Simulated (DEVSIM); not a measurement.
System: Schottky contact on n-type Si, at 400 K.

Layer 1 from the left is Si, thickness (μm) 1.90, Nd (cm⁻³) 2.5e17, τn (s) 0.00084, τp (s) 0.00084.

Left contact: Schottky, work function 4.85 eV, emission velocity 1.9e6 cm/s. Right contact: ohmic. Voltage is applied to the left contact. Recombination: SRH at mid-gap, Auger. Mobility is μmin + (μ − μmin)/(1 + (N/Nref)^α).

Constants are typed, rounded textbook-type inputs, not results; the design itself was drawn at random and stands for no fabricated device. Values at 300 K; Nc and Nv go as T^1.5, mobilities as T to minus their exponent, the gap by Varshni's rule with the affinity fixed.

Si: gap (eV) 1.124, affinity (eV) 4.05, permittivity 11.7, Nc (cm⁻³) 2.86e19, Nv (cm⁻³) 3.1e19, μn (cm²/Vs) 1417, μp (cm²/Vs) 470, μn,min 52, μp,min 45, Nref,n 9.7e16, Nref,p 2.2e17, αn 0.68, αp 0.72, T exponent of μn 2.3, T exponent of μp 2.2, Cn (cm⁶/s) 2.8e-31, Cp (cm⁶/s) 9.9e-32, Varshni α (eV/K) 0.000473, Varshni β (K) 636.

Model (solved in DEVSIM): 1D drift-diffusion, Boltzmann statistics, complete ionisation; no tunnelling, impact ionisation, image-force lowering or self-heating. Metal contacts follow the ideal Schottky-Mott rule: no Fermi-level pinning, no interface dipoles.

Dark forward current:

| |V| (V) | |J| (A/cm²) |
|---|---|
| 0.05 | 0.003527 |
| 0.10 | 0.01854 |
| 0.15 | 0.08243 |
| 0.20 | 0.3542 |
| 0.25 | 1.509 |
| 0.30 | 6.397 |
| 0.35 | 26.88 |
| 0.40 | 109.4 |
| 0.45 | 401.4 |
| 0.50 | 1170 |
| 0.55 | 2550 |

Task: Work out the local ideality factor n = ΔV / (kT/q · ln(J2/J1)) between the rows 0.15 and 0.20 V, 0.50 and 0.55 V.

Result: kT/q = 34.47 mV. From 0.15 to 0.20 V: ln(0.3542/0.08243) = 1.458, n = 0.99, near the 1 of diffusion or emission over a barrier. From 0.50 to 0.55 V: ln(2550/1170) = 0.779, n = 1.86; the layers' resistance at their doping, Σ W/(qμN) = 1.8e-5 Ω cm², would take 24 mV of this step of 50 mV.

Task: Estimate the current at 0.25 V for emission alone, J0 = q v N_band exp(−φB/kT), and read the barrier back from the simulated current.

Result: φB = 0.800 eV, N_band = 4.40e19 cm⁻³, J0 = 0.00112 A/cm²; J = J0 (exp(qV/kT) − 1) = 1.58 A/cm². The simulation gives 1.51 A/cm²; the estimate lies 4.4 % above. Read backwards, the simulated current gives an apparent barrier of 0.801 eV. The estimate leaves out transport through the depletion region and minority injection.
